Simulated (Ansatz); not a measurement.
**(Mo,Ti): MoTi₇**

A 16-atom cell of (Mo,Ti) started in the body-centred cubic structure, site fractions Mo 0.125, Ti 0.875, short-range order 0.00 in the first shell of the mixed sites (0 is random, a negative value favours unlike neighbours), space group C2/m at the end, an ordered arrangement that its symmetry holds.

The numbers are results of PBE (plane waves to 420 eV, PAW; Ansatz, a quantum-chemistry and plane-wave program), not measurements. Scalar-relativistic, without spin–orbit coupling; the runs are not spin-polarised. Its k-point mesh 5×6×5, Fermi–Dirac width 0.05 eV.

```
Item                                                                                                                                                                                                    Value
---------------------------  --------------------------------------------------------------------------------------------------------------------------------------------------------------------------------
volume per atom                                                                                                                                                                                      17.02 Å³
Ti–Ti bonds                                                                                                                                                      3.010 Å on average, from 2.705 to 3.723 (85)
Mo–Ti bonds                                                                                                                                                      2.971 Å on average, from 2.565 to 3.393 (26)
Mo–Mo bonds                                                                                                                                                       2.939 Å on average, from 2.939 to 2.939 (1)
check of the structure type  not passed: over a tenth of the atoms count other neighbours than the ideal type within 1.2 times their shortest bond (scaled by covalent radii), so no mixing enthalpy is given
```

```
CELL_PARAMETERS angstrom
      1.57256    -4.93938    -4.84293
      4.85282     1.68180     4.85282
     -4.84293    -4.93938     1.57256
ATOMIC_POSITIONS crystal
  Mo 0.86973 0.23420 0.86973
  Ti 0.94021 0.12263 0.45493
  Ti 0.45493 0.12263 0.94021
  Ti 0.53024 0.05571 0.53024
  Mo 0.75527 0.51580 0.75527
  Ti 0.81250 0.37500 0.31250
  Ti 0.31250 0.37500 0.81250
  Ti 0.36298 0.22671 0.36298
  Ti 0.63606 0.77068 0.63606
  Ti 0.68479 0.62737 0.17007
  Ti 0.98894 0.97932 0.98894
  Ti 0.17007 0.62737 0.68479
  Ti 0.26202 0.52329 0.26202
  Ti 0.53816 0.87500 0.08684
  Ti 0.08684 0.87500 0.53816
  Ti 0.09476 0.69429 0.09476
```
